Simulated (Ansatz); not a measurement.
**How the lattice parameter c of BP (model structure, started from the cinnabar type, P6₂22, No. 180, 6 atoms in the cell) moves with the method**

No measured value is used here.

```
level (code)         value (Å)
-------------------  ---------
PBE (Ansatz)             6.996
PBEsol (Ansatz)          6.941
PBE-D3(BJ) (Ansatz)      6.924
```

Ansatz's density-functional and Hartree–Fock values are scalar-relativistic unless marked +SOC, with PAW data made under PBE.

A model structure was made by putting elements into a prototype or built by hand; it is no filed structure, need not be a known phase, and can be a saddle point held by its symmetry.

Ansatz is a first-principles code.
